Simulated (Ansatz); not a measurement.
# A computed series for SnTe: carrier doping

Consider SnTe in the rock salt structure (space group Fm-3m, No. 225; a = 6.3697 Å).

Carriers are added at fixed cell with a uniform background; the Fermi–Dirac width is that of 300 K.

Level of theory: r2SCAN/PAW in Ansatz (a program for electronic structure), no spin-orbit coupling.

Candidates:
(a) holes 1.0×10^21 cm⁻³
(b) electrons 1.0×10^21 cm⁻³
(c) holes 3.0×10^21 cm⁻³
(d) electrons 3.0×10^21 cm⁻³

Notes on the quantities. Fermi level from band edge: Fermi level relative to the doped band's edge (positive inside the band; to 0.05 eV).

Question: Order them by Fermi level from band edge, lowest first.

Answer: (b) electrons 1.0×10^21 cm⁻³ (+0.25 eV), (d) electrons 3.0×10^21 cm⁻³ (+0.40 eV), (a) holes 1.0×10^21 cm⁻³ (+0.60 eV), (c) holes 3.0×10^21 cm⁻³ (+0.80 eV)

Charged cell with a jellium background: band edges are those of the host's band count, energies are not comparable with the neutral cell, and many-body gap narrowing is missing. Stability against distortions was not tested.
